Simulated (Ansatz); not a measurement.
## Carrier properties of SnO₂ (P4_2/mnm)

Input:

```
CELL_PARAMETERS angstrom
      4.76912     0.00000     0.00000
      0.00000     4.76912     0.00000
      0.00000     0.00000     3.21204
ATOMIC_POSITIONS crystal
  Sn 0.00000 0.00000 0.00000
  Sn 0.50000 0.50000 0.50000
  O  0.30627 0.30627 0.00000
  O  0.69373 0.69373 0.00000
  O  0.80627 0.19373 0.50000
  O  0.19373 0.80627 0.50000
```

These are r2SCAN, rigid bands (plane waves, PAW, scalar-relativistic; Ansatz, a first-principles code) values and carry that method's errors. How the cell was made: cell and atoms relaxed with PBEsol.

```yaml
band_gap: 1.68 eV
electron conductivity mass (300 K, dilute): 0.23 (x), 0.23 (y), 0.196 (z) mₑ
hole conductivity mass (300 K, dilute): 1.47 (x), 1.47 (y), 1.96 (z) mₑ
effective density of states N_c (300 K): 2.4e18 cm⁻³
effective density of states N_v (300 K): 4.7e19 cm⁻³
density_of_states_mass_electrons: 0.21 mₑ
density_of_states_mass_holes: 1.53 mₑ
Seebeck coefficient, n-type 1e19 cm⁻³, 300 K: -123 μV/K
best n-type power factor at 300 K for τ = 10 fs (best axis; densities from 1e16 to 1e21 cm⁻³ tried, whether or not they can be reached): 2.1 μW/(cm·K²) at 1e19 cm⁻³
Seebeck coefficient, p-type 1e19 cm⁻³, 300 K: 350 μV/K
best p-type power factor at 300 K for τ = 10 fs (best axis; densities from 1e16 to 1e21 cm⁻³ tried, whether or not they can be reached): 5.1 μW/(cm·K²) at 1e20 cm⁻³
```

Rigid bands; masses and Seebeck coefficients take one relaxation time τ for all states and one kind of carrier; polarons and phonon drag are left out. Spin-orbit coupling is left out; where it splits the top of the valence band, N_v and the p-type Seebeck coefficient come out somewhat high without it. Geometry: cell and atoms relaxed with PBEsol.
